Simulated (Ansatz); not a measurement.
Start from AlN in the wurtzite structure (space group P6_3mc, No. 186).

```xyz
4
Lattice="3.0888 0.0000 0.0000 -1.5444 2.6750 0.0000 0.0000 0.0000 4.9433" Properties=species:S:1:pos:R:3 pbc="T T T"
Al     0.0000     1.7833     0.0000
Al     1.5444     0.8917     2.4717
N      0.0000     1.7833     1.8883
N      1.5444     0.8917     4.3599
```

Cartesian axes are those of the cell as printed.

Calculations: LDA in Ansatz (plane waves to 420 eV, PAW, no spin-orbit coupling).

Before the change:

- Band gap = 4.42 eV
- Electron mass = 0.32 mₑ (at Γ)
- Gap character = direct at Γ

One thing is altered: uniaxial strain ε_xx = +1.20 %, all other strain components held at zero; the atoms relax in the strained cell.

How does this affect the band gap, electron mass and gap character?

The band gap shrinks by 0.14 eV (4.42 eV → 4.28 eV); the electron mass becomes 0.31 mₑ (at Γ) (base: 0.32 mₑ (at Γ)); the gap character is still direct at Γ.

Effective masses come from finite differences of ±0.01 Å⁻¹. Whether these cells are dynamically stable was not tested. Labels are those of the standard path for the cell's own space group.

Ansatz is a quantum-chemistry and plane-wave program.
